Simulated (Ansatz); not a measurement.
The parent structure is AlCo in the CsCl type structure (space group Pm-3m, No. 221; a = 2.824 Å; weakly magnetic (sensitive to the mesh)). Axes: x, y, z lie along the cube axes.

Level of theory: Kohn–Sham DFT with the r2SCAN functional, run in Ansatz (a first-principles code) with PAW and 500 eV plane waves, no spin-orbit coupling.

For the base:

Pressure: 0.0 GPa
Band gap: zero

Now apply this change: biaxial strain +1.72 %, plane normal [111], relaxed out of plane (Cartesian); in-plane vectors clamped, the third vector and the atoms free.

### Question
Predict the new pressure and band gap.

### Answer
The pressure (mean of the normal stresses, compression positive) goes from zero to -4.9 GPa; the band gap remains zero.

The magnetic state is the one reached from the starting moments; the real material's order can differ, and small cells can't hold many antiferromagnetic ones. No phonon test of stability was made. Starting moments died away, wholly or in part, for the base; another magnetic solution may exist.
